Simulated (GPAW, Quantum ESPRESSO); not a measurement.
A GPAW input for a self-consistent single point of AlFeF₅ (Immm, 7 atoms in the cell) (DFT PBEsol, plane waves, GPAW PAW datasets PBEsol (made by gpaw-setup)):

```python
from ase import Atoms
from ase.units import GPa
from gpaw import GPAW

atoms = Atoms(['Al', 'Fe', 'F', 'F', 'F', 'F', 'F'],
              cell=[[-1.777365, 3.086040, 3.724225],
                    [1.777365, -3.086040, 3.724225],
                    [1.777365, 3.086040, -3.724225]],
              positions=[[0.000000, 0.000000, 3.724225],
                         [0.000000, 0.000000, 0.000000],
                         [-0.000000, 1.815209, 3.724225],
                         [1.777365, 1.270831, 0.000000],
                         [-0.000000, -0.000000, 1.933394],
                         [-0.000000, -0.000000, 5.515056],
                         [0.000000, 3.086040, 0.000000]],
              pbc=True)

atoms.set_initial_magnetic_moments([0.0, 4.0, 0.0, 0.0, 0.0, 0.0, 0.0])

calc = GPAW(spinpol=True,
            mode={'name': 'pw', 'ecut': 950},
            xc='PBEsol',
            kpts={'size': (4, 4, 4), 'gamma': True},
            occupations={'name': 'fermi-dirac', 'width': 0.05},
            nbands=-4,
            convergence={'bands': -2},
            symmetry={'symmorphic': False, 'tolerance': 0.0005},
            maxiter=150,
            txt='-')

atoms.calc = calc

energy = atoms.get_potential_energy()
print('Energy (eV):', round(energy, 6))
forces = atoms.get_forces()
print('Forces (eV/Ang):')
print(forces.round(5))
stress = atoms.get_stress()
print('Stress (GPa, Voigt):', (stress / GPa).round(4))
```

### Question
Translate this input to Quantum ESPRESSO.

### Answer
This is the input that was run; spellings and numerical settings could be chosen otherwise.

```fortran
&CONTROL
  calculation = 'scf'
  outdir = './tmp/'
  pseudo_dir = './'
  tprnfor = .true.
  tstress = .true.
/
&SYSTEM
  ibrav = 0
  celldm(1) = 9.7375959074
  nat = 7
  ntyp = 3
  ecutwfc = 50
  ecutrho = 400
  occupations = 'smearing'
  smearing = 'fermi-dirac'
  degauss = 0.0036749
  nspin = 2
  starting_magnetization(2) = 0.250
/
&ELECTRONS
  conv_thr = 1.0d-10
  mixing_beta = 0.2
/
ATOMIC_SPECIES
Al    26.9815  al_pbesol_v1.uspp.F.UPF
Fe    55.8450  fe_pbesol_v1.5.uspp.F.UPF
F     18.9984  f_pbesol_v1.4.uspp.F.UPF
CELL_PARAMETERS {alat}
  -0.3449242611     0.5988922179     0.7227415620
   0.3449242611    -0.5988922179     0.7227415620
   0.3449242611     0.5988922179    -0.7227415620
ATOMIC_POSITIONS {angstrom}
Al    0.0000000000    0.0000000000    3.7242250000
Fe    0.0000000000    0.0000000000    0.0000000000
F     0.0000000000    1.8152087280    3.7242250000
F     1.7773650000    1.2708312720    0.0000000000
F     0.0000000000    0.0000000000    1.9333941665
F     0.0000000000    0.0000000000    5.5150558335
F     0.0000000000    3.0860400000    0.0000000000
K_POINTS {automatic}
4 4 4  0 0 0
```

Basis settings and potentials, where a program has them, do not carry over. This input uses DFT, PBEsol, plane waves, GBRV 1.5 ultrasoft (PBESOL) pseudopotentials.

The starting cell comes from a database of computed structures (which also holds hypothetical and non-ambient phases and stackings), without a prior relaxation at this level.
